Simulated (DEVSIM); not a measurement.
System: Co/Si3N4/n-Si capacitor, at 400 K.

```tsv
layer (left to right)	material	thickness (nm)	Nd (cm⁻³)
1	Si3N4	28.0	-
2	Si	2900	3.8e16
```

Metal gate on the left, work function 5 eV. Fixed charge at the semiconductor interface -1.5e11 cm⁻² (in units of +e); no interface traps.

The device is made up for the run: typed textbook-type constants, with dimensions and the other settings drawn at random. Values at 300 K; Nc and Nv go as T^1.5, mobilities as T to minus their exponent, the gap by Varshni's rule with the affinity fixed.

```csv
parameter,Si3N4,Si
gap (eV),5.1,1.124
affinity (eV),2.1,4.05
permittivity,7.5,11.7
Nc (cm⁻³),-,2.86e19
Nv (cm⁻³),-,3.1e19
Varshni α (eV/K),-,0.000473
Varshni β (K),-,636
```

DEVSIM, 1D Poisson equation in equilibrium, Boltzmann statistics, complete ionisation; no quantum confinement or tunnelling. Metal contacts follow the ideal Schottky-Mott rule: no Fermi-level pinning, no interface dipoles.

Q: Tabulate band edges, carrier densities and field at 0.2 V on the gate.

A: Energies count from the Fermi level of the right contact; mesh points crowd at the junctions.

```
x (μm)    Ec (eV)  Ev (eV)  n (cm⁻³)  p (cm⁻³)  field (V/cm)
--------  -------  -------  --------  --------  ------------
0.000       2.700   -2.400     < 1e2     < 1e2        -58000
0.001488    2.691   -2.409     < 1e2     < 1e2        -58000
0.004910    2.671   -2.429     < 1e2     < 1e2        -58000
0.01216     2.630   -2.470     < 1e2     < 1e2        -58000
0.02306     2.566   -2.534     < 1e2     < 1e2        -58000
0.02641     2.547   -2.553     < 1e2     < 1e2        -58000
0.02799     2.538   -2.562     < 1e2     < 1e2        -49000
0.03039     0.573   -0.523    2.6e12    1.2e13        -59000
0.03512     0.546   -0.550    5.8e12    5.6e12        -56000
0.04615     0.488   -0.609    3.2e13    1.0e12        -50000
0.07344     0.374   -0.723    8.6e14    3.8e10        -34000
0.1742      0.247   -0.850    3.4e16     9.4e8         -1500
0.3706      0.243   -0.853    3.8e16     8.5e8           ≈ 0
0.8287      0.243   -0.853    3.8e16     8.5e8           ≈ 0
2.085       0.243   -0.853    3.8e16     8.5e8           ≈ 0
2.579       0.243   -0.853    3.8e16     8.5e8           ≈ 0
2.779       0.243   -0.853    3.8e16     8.5e8           ≈ 0
2.867       0.243   -0.853    3.8e16     8.5e8           ≈ 0
2.909       0.243   -0.853    3.8e16     8.5e8           ≈ 0
2.921       0.243   -0.853    3.8e16     8.5e8           ≈ 0
2.925       0.243   -0.853    3.8e16     8.5e8           ≈ 0
2.928       0.243   -0.853    3.8e16     8.5e8           ≈ 0
```
